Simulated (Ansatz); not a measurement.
Amorphous Al₂₈O₄₃K₂, 73 atoms at 3.04 g/cm³, one PBE-relaxed geometry, zone centre. Methods: PBE, scalar-relativistic without spin-orbit coupling (Ansatz, an electronic-structure program); r2SCAN, scalar-relativistic without spin-orbit coupling (Ansatz); HSE06, scalar-relativistic without spin-orbit coupling (Ansatz). Plane waves to 420 eV (r2SCAN 500 eV); exact exchange is cut at the cell's faces. At PBE the levels at the filled edge of the gap are localised (band-tail or defect states), and the nearest spread-out levels lie 3.8 eV apart at the zone centre. All rungs ran without spin polarisation.

Preparation: random packing, a CHGNet melt and quench, and a DFT relaxation. O atoms were pushed apart under 1.9 Å during the dynamics, to hinder bonds among them. The hot cell started wider than the set density and was brought back towards it in steps. It is the lowest in DFT energy of 2 quenches. It is a model cell: composition and starting density were chosen by hand, and all elements were melted together. No dispersion term was used. Its density started from a set value of 3.04 and ended at 3.04 g/cm³. The simulated quench (nominally 340 K/ps over its main leg) is rapid and tends to freeze in more defects than a deposited or slowly cooled glass has. Values belong to this one cell and scatter from quench to quench. Volume and shape were free in the relaxation.

The relaxation ran on the zone centre alone. At PBE the level gap is 3.49 eV on a 2×2×2 Γ-centred mesh, and the spacing at the zone centre alone 3.50 eV.

### Question
What zone-centre spacing does r2SCAN give, roughly?

### Answer
4.14 eV (+0.63 eV against PBE).

### Question
What zone-centre spacing does HSE06 give, roughly?

### Answer
5.21 eV (+1.71 eV against PBE).

The highest filled and the lowest empty state spread over these numbers of atoms (participation numbers): PBE: 8.1 and 64.1; r2SCAN: 8.0 and 63.0; HSE06: 8.4 and 63.3.
